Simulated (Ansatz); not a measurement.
Output of an Ansatz run (abridged):

```
WARN ansatz: RAYON_NUM_THREADS=1 ignored (pool sized by the plan → 1); use --threads N
Pseudopotentials: kind: paw
Pseudopotential: Nb, paw, valence charge 13
Crystal: 1 atoms, lattice volume = 18.239 Å³
Basis set: ecut = 420 eV, 369 PW (Γ), exchange–correlation on 40×40×40 points (8 copies of the dense FFT grid, shifted against one another)
Bands: 11, of which v1, the nominal top of the filled ones, is band 7 counted from 1 (6 counted from 0)
Symmetry: 48 space group operations
Space group: Im-3m (ITA 229), of the structure as read, at distance tolerance 2.6e-5 Å
k-points: 104 of 2744
Initial density: superposition of atomic densities (neutral atoms: chi_scale 0, normalization atom), corrected by the library's trained network
Initial wavefunctions: pseudopotential atomic-orbital guess
Eigensolver: davidson
Functional: x = pbe(κ = 0.804, μ = 0.2195149727645171), c = pbe(β = 0.06672455060314922)
SCF iter   1: F=—  HF=-4552.306320 eV  |F-HF|=—  |Δ(HF+E_count)|=         —  Δρ=3.71e-3  dr2=1.98e-3  ethr=1.77e-3  ⟨swp⟩=5.0  Hψ=6553  notcnv=0
all-band conjugate gradients solve this SCF's bands
preconditioner: auto → none
SCF iter   2: F=—  HF=-4552.305982 eV  |F-HF|=—  |Δ(HF+E_count)|=   3.38e-4  Δρ=1.51e-3  dr2=2.00e-4  ethr=1.52e-5  ⟨swp⟩=2.2  Hψ=2389  notcnv=0
SCF iter   3: F=—  HF=-4552.305994 eV  |F-HF|=—  |Δ(HF+E_count)|=   1.23e-5  Δρ=4.53e-4  dr2=1.98e-5  ethr=1.54e-6  ⟨swp⟩=1.0  Hψ=1138  notcnv=0
SCF iter   4: F=—  HF=-4552.305996 eV  |F-HF|=—  |Δ(HF+E_count)|=   1.88e-6  Δρ=3.36e-5  dr2=5.20e-8  ethr=1.52e-7  ⟨swp⟩=1.0  Hψ=1140  notcnv=0
iter 5 did not close the SCF: its close was put off for the readings that it lacked (scf_convergence_deferred on its scf_iter line)
SCF iter   5: F=-4552.305996 eV  HF=-4552.305996 eV  |F-HF|=9.09e-11  |Δ(HF+E_count)|=   5.14e-8  Δρ=3.03e-6  dr2=5.65e-10  ethr=4.00e-10  ⟨swp⟩=2.2  Hψ=1832  notcnv=0
SCF iter   6: F=-4552.305996 eV  HF=-4552.305996 eV  |F-HF|=1.18e-11  |Δ(HF+E_count)|=  7.91e-11  Δρ=6.50e-7  dr2=1.64e-11  ethr=4.35e-12  ⟨swp⟩=1.2  Hψ=3236  notcnv=0
SCF 1 converged in 6 iterations: F = -4552.305996 eV  dr2 = 1.64e-11
SCF converged after 6 iterations
Free energy (F): -4552.305996 eV
Harris-Foulkes:  -4552.305996 eV  (|F-HF|=1.18e-11)
Internal energy: -4552.254547 eV  (E = F + TS)
E sigma→0 (E₀):  -4552.280272 eV
Entropy (-TS):   -0.051449 eV (-51.449 meV/atom)
Fermi energy:    17.542070 eV
--- Per-component energies (eV) ---
  E_band       = -70.744541
  E_kinetic    = 394.776044
  E_local      = -700.724816  (includes V_loc(G=0)·N_el)
  E_nonlocal   = 119.846171
  E_hartree    = 218.005480
  E_xc         = -175.589133
  E_vxc        = -213.015481  (∫ρ·V_xc dr)
  E_paw        = -3073.392590  (= ΣΔE_a)
  E_vpaw       = -107.637437  (= ΣTr[D̂ρ^β])
  E_aug_tail   = 0.000006  (compensation charges beyond the density's cutoff)
  E_ewald      = -1335.175710
  E_smearing   = -0.051449  (= −TS)
  E_closure    = 0.000000  (closes the sum)
  Σ components = -4552.305996   (vs F -4552.305996, Δ=0.00e0)
--- Forces (eV/Å), atoms counted from 1 ---
  atom   1  Nb     0.00000000    -0.00000000    -0.00000000
  max |Σ_I F_I| component: 1.54e-32 eV/Å
--- Stress (GPa, compression-positive) ---
       -0.528331      -0.000000       0.000000
        0.000000      -0.528331      -0.000000
       -0.000000       0.000000      -0.528331
  P = ⅓ Tr σ = -0.5283 GPa (-5.283 kbar)
  The stress holds the Pulay correction. Without it, at fixed plane waves, as pw.x and ABINIT print it: P = -0.5578 GPa
--- Band table (eV; the first three rows and the last of 104) ---
  k-point 0: bands = ["-36.8349", "-12.1733", "-12.1733", "-12.1733", "11.6330", "17.8861", "17.8861", "17.8861", "20.7541", "20.7541", "31.6215"]
  k-point 1: bands = ["-36.8235", "-12.2429", "-12.1945", "-12.1739", "11.8399", "17.7594", "17.8548", "18.0844", "20.5638", "20.7551", "31.7879"]
  k-point 2: bands = ["-36.7915", "-12.4349", "-12.2535", "-12.1754", "12.4139", "17.4260", "17.7098", "18.6669", "20.2434", "20.7738", "32.1241"]
  k-point 103: bands = ["-36.4356", "-13.0686", "-13.0686", "-13.0686", "13.8671", "13.8671", "23.0373", "23.0373", "23.0373", "26.4823", "26.4823"]
```

The structure:

```
CELL_PARAMETERS angstrom
     -1.65825     1.65825     1.65825
      1.65825    -1.65825     1.65825
      1.65825     1.65825    -1.65825
ATOMIC_POSITIONS crystal
  Nb 0.00000 0.00000 0.00000
```

Reconstruct the input of this run.

Other spellings and defaults could give the same log, and not every line can be read from it. The input that was run (DFT, PBE, plane waves, default PAW files):

Ansatz 0.2 input:
```yaml
# Nb
crystal:
  lattice:
    - [-1.658250, 1.658250, 1.658250]
    - [1.658250, -1.658250, 1.658250]
    - [1.658250, 1.658250, -1.658250]
  atoms:
    - { symbol: Nb, position_ang: [0.000000, 0.000000, 0.000000] }
basis:
  ecutwfc: 420.0 eV
kpoints:
  mp_grid:
    grid: [14, 14, 14]
hamiltonian:
  xc: pbe
  pseudopotentials:
    kind: paw
scf:
  occupations:
    method: fermi_dirac
    width: 0.1 eV
output:
  forces: true
  eigenvalues: true
  stress: true
```

The starting cell has typed, rounded lattice constants, without a prior relaxation at this level. Its lattice was rescaled by up to half a per cent. Spin polarisation is off. Ansatz's pressure includes its estimate of the finite-basis (Pulay) stress.

Ansatz is a quantum-chemistry and plane-wave program.
